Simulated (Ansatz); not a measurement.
Effect of isotropic strain −1.00 % on AgCl

The reference is AgCl in the rock salt structure (space group Fm-3m, No. 225; a = 5.611 Å).

Now apply this change: the cell is scaled by 0.9900 in all directions, atoms relaxed at fixed cell.

All numbers come from DFT with PBE, PAW potentials and a 420 eV plane-wave cutoff in Ansatz (a program for electronic structure), no spin-orbit coupling. Γ-centred 10×10×10 mesh, Fermi–Dirac width 0.05 eV.

The volume per atom falls by 0.66 Å³ to 21.43 Å³ and the space group is still Fm-3m (No. 225). The shortest interatomic distance shrinks by 0.028 Å, from 2.806 Å to 2.778 Å and the energy rises by 2.7 meV/atom. The pressure goes from zero to 1.37 GPa and the band gap drops by 0.01 eV, from 0.92 eV to 0.91 eV. The gap character is still indirect, L → Γ and the smallest direct gap grows by 0.091 eV, from 2.88 eV to 2.98 eV. The mean gap deformation potential ΔEg/Δln V amounts to +0.3 eV and the width of the top valence band rises by 0.123 eV, from 2.17 eV to 2.30 eV. The electron mass stays 0.27 mₑ (at Γ) and the valley order (the lowest conduction-band minima on the path, energy above the VBM, named in the base's zone) goes from Γ 0.92 eV; X along ⟨100⟩ 2.43 eV to Γ 0.91 eV; X along ⟨100⟩ 2.39 eV.

Effective masses come from finite differences of ±0.01 Å⁻¹. No phonon test of stability was made.
